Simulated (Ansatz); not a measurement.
Ansatz (a first-principles code) run on Fe2O3 (R-3c, 10 atoms in the cell): self-consistent single point.

Method: PBE+U (plane waves, PAW; Ansatz).

The change in words: opposed starting moments (4 -4 -4 -4 0 0 0 0 0 0 μB). Reference geometry:
```xyz
10
Lattice="2.4033 1.3875 4.3733 -2.4033 1.3875 4.3733 0.0000 -2.7751 4.3733" Properties=species:S:1:pos:R:3 pbc="T T T"
Fe     0.0000     0.0000     4.6203
Fe     0.0000     0.0000     1.9397
Fe     0.0000     0.0000     8.4996
Fe     0.0000     0.0000    11.1803
O     -0.9320     1.3875     7.6533
O     -0.7356    -1.5009     7.6533
O      1.6676     0.1134     7.6533
O      0.9320    -1.3875     5.4667
O      0.7356     1.5009     5.4667
O     -1.6676    -0.1134     5.4667
```
Moments meant for the start (each program seeds them in its own way; μB, in the order of the atoms Fe Fe Fe Fe O O O O O O): 4.0 4.0 4.0 4.0 0.0 0.0 0.0 0.0 0.0 0.0.

Reference input (self-consistent single point, DFT, PBE+U, plane waves, default PAW files): basis.ecutwfc = 420 eV; kpoints.mp_grid.grid = 5 5 5; hamiltonian.xc = pbe; hamiltonian.pseudopotentials = {kind: paw} (the program's default PAW files); hamiltonian.hubbard.sites = [{species: Fe, l: d, u_eff: 5.3}] eV; magnetization.spin_polarized = true; scf.occupations.method = cold; scf.occupations.width = 0.2 eV. This run's input differs from it in these lines:

```diff
@@ -8,5 +8,5 @@
     - { symbol: Fe, position: [0.35216000, 0.35216000, 0.35216000], spin: 4.0 }
-    - { symbol: Fe, position: [0.14784000, 0.14784000, 0.14784000], spin: 4.0 }
-    - { symbol: Fe, position: [0.64784000, 0.64784000, 0.64784000], spin: 4.0 }
-    - { symbol: Fe, position: [0.85216000, 0.85216000, 0.85216000], spin: 4.0 }
+    - { symbol: Fe, position: [0.14784000, 0.14784000, 0.14784000], spin: -4.0 }
+    - { symbol: Fe, position: [0.64784000, 0.64784000, 0.64784000], spin: -4.0 }
+    - { symbol: Fe, position: [0.85216000, 0.85216000, 0.85216000], spin: -4.0 }
     - { symbol: O, position: [0.55610000, 0.94390000, 0.25000000] }
```

The program printed (abridged):

```
SCF iter   1: F=—  HF=-21312.158932 eV  |F-HF|=—  |Δ(HF+E_count)|=         —  Δρ=8.75e-2 (↑5.95e-2 ↓8.75e-2)  dr2=4.69e0  dr2_m=3.11e0  M=-9.894 μB ∫|m|=17.306 μB  β_m=1.00  ethr=3.10e-3  ⟨swp⟩=5.0  Hψ=10414  notcnv=0  defer=22
all-band conjugate gradients solve this SCF's bands
preconditioner: auto → Resta (q_TF=auto, 2.790 Å⁻¹)
spin=Collinear: Resta preconditioning applied to the charge; magnetization (m = ρ↑ − ρ↓) channel mixes plain (no charge-response kernel on spin).
   [... lines left out ...]
Mixer restart at iter 16: flushing history
SCF iter  17: F=-21312.412393 eV  HF=-21312.412395 eV  |F-HF|=1.60e-6  |Δ(HF+E_count)|=   2.89e-7  S|Δr|=   1.63e-9  Δρ=2.85e-5 (↑1.55e-5 ↓2.85e-5)  dr2=1.64e-6  dr2_m=4.83e-8  M=-10.000 μB ∫|m|=18.147 μB  β_m=1.00  ethr=7.04e-11  ⟨swp⟩=2.5  Hψ=5271 [...]
SCF iter  18: F=-21312.412394 eV  HF=-21312.412394 eV  |F-HF|=1.46e-8  |Δ(HF+E_count)|=   3.00e-7  S|Δr|=  2.90e-10  Δρ=2.65e-6 (↑2.65e-6 ↓1.50e-6)  dr2=1.59e-8  dr2_m=6.51e-10  M=-10.000 μB ∫|m|=18.147 μB  ethr=7.04e-11  ⟨swp⟩=2.7  Hψ=11346  notcnv=0
SCF 1 converged in 18 iterations: F = -21312.412394 eV  dr2 = 1.59e-8
Stability not checked (fill_not_monotonic)
an eigenvalue changed by more than its tolerance at an iteration that met the thresholds in force, so the SCF went on 2 times, its first undamped step at …
Magnetization: -10.0000 μB (45.0000 up, 55.0000 down)
Absolute magnetization: 18.1476 μB (∫|ρ↑−ρ↓|, with the PAW one-centre terms)
Spin contamination: 4.5465 ħ² per cell (⟨S²⟩ above its minimum at these occupations)
   [... lines left out ...]
Free energy (F): -21312.412394 eV
Fermi energy:    14.871860 eV
   [... lines left out ...]
--- Stress (GPa, compression-positive) ---
       58.648321      -0.000000      -0.000000
        0.000000      58.648321       0.000000
        0.000000       0.000000      54.224237
  P = ⅓ Tr σ = 57.1736 GPa (571.736 kbar)
  The stress holds the Pulay correction. Without it, at fixed plane waves, as pw.x and ABINIT print it: P = 56.2580 GPa
Occupation matrices written to occupation_matrices
```

The run converged in 18 iterations. 

The starting cell was generated: these elements placed on a structure prototype, without a prior relaxation; it need not be a known phase or ordering of this composition. Its lattice was rescaled by a random factor within 2.5 % of one. The magnetic order is the one reached from the typed start; others were not searched systematically. With U or open f shells several self-consistent states can exist. With a pressure of about 57 GPa the cell is away from its equilibrium volume at this level. Ansatz's pressure includes its estimate of the finite-basis (Pulay) stress. Without the estimate this run gives 56.26 GPa.

These are the values that this program gave, and no reference: magnets with a U can end in a higher state.

Cost on one core of a shared machine: roughly 2 min.

Keys are those of Ansatz 0.2.
